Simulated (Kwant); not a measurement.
System: wire with a row of barriers in a GaAs two-dimensional gas. Effective mass 0.067 mₑ, grid spacing 5 nm, hard walls, nominal width 100 nm (19 grid rows, so walls 100 nm apart), one parabolic valley, scattering region 500 nm long along x; energies count from the band bottom; Fermi energy swept from 0.00044899 to 0.0053318 eV. 2 barrier(s) across the wire, height 0.093 eV, thickness 20 nm (about 4 grid columns), spaced by 80 nm.

Constants are typed, rounded textbook-type inputs, not results; the design itself was drawn at random and stands for no fabricated device.

Computed with Kwant: effective-mass tight-binding model on a square grid, one spin, coherent transport at 0 K. Conductance is in e²/h.

How many channels do the leads carry at E = 2.72, 3.92 meV?

The hard-wall thresholds are n² ħ²π²/(2mW²) = n² × 0.561 meV with W = 100 nm. √(2.72/0.561) = 2.20, so 2. √(3.92/0.561) = 2.64, so 2.
